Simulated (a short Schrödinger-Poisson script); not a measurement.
From a short Schrödinger-Poisson script (our own, NumPy): one-band effective-mass equation with BenDaniel-Duke matching, electrons, heavy and light holes apart, hard walls at the outer ends, one valence edge for both holes (no strain splitting), no charge, excitons, band mixing or non-parabolicity; under a field the levels are quasi-bound states of a box, listed while three quarters of their weight lies within 4 nm of the wells.

Structure: single GaN/Al0.4Ga0.6N quantum well.

From the first side: 12 nm Al0.4Ga0.6N; 3 nm GaN, built-in field 3500 kV/cm; 12 nm Al0.4Ga0.6N.

The device is made up for the run: typed textbook-type constants, with dimensions and the other settings drawn at random. GaN: direct gap (eV) 3.43, conduction-band edge (eV) 0, electron mass (mₑ) 0.2, heavy-hole mass 1.9, light-hole mass 0.33. Al0.4Ga0.6N: direct gap (eV) 4.258, conduction-band edge (eV) 0.58, electron mass (mₑ) 0.248, heavy-hole mass 2.2, light-hole mass 0.4.

The valence-band edge of each layer lies one gap below its conduction-band edge. The electron's potential energy rises along the stack by the applied field and, inside the well alone, by the built-in field (unscreened; none in the barriers). Mesh 0.03 nm at interfaces.

Task: Give the squared e1-hh1 overlap at zero applied field; the e1-hh1 transition at zero applied field (eV); the shift of e1-hh1 at 165 kV/cm (meV).

Result: squared e1-hh1 overlap at zero applied field: 0.009; e1-hh1 transition at zero applied field (eV): 3.003; shift of e1-hh1 at 165 kV/cm (meV): -41.1. Excitons, screening of the built-in field, fields in the barriers and alloy fluctuations are left out, and strain enters only through the typed gaps and offsets, so measured lines lie elsewhere.
